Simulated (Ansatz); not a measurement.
Start from AlP in the zinc blende structure (space group F-43m, No. 216; a = 5.470 Å).

The values are results of PBEsol (Ansatz, a quantum-chemistry and plane-wave program; PAW; 420 eV plane waves; without spin-orbit coupling), not measurements.

One change was made to it. Results:

The lattice parameter a rises by 0.2043 Å to 5.675 Å; the band gap falls by 0.11 eV (1.45 eV → 1.34 eV).

Problem. Name the change that was made.
A. Al → Lu
B. P → As
C. Al → B

Solution. B, P → As. For comparison, the band gap in the other runs: Al → B gives 1.11 eV; Al → Lu gives 1.54 eV.

No phonon test of stability was made. As relaxed here, LuP is a hypothetical phase, not in the database extracts checked.
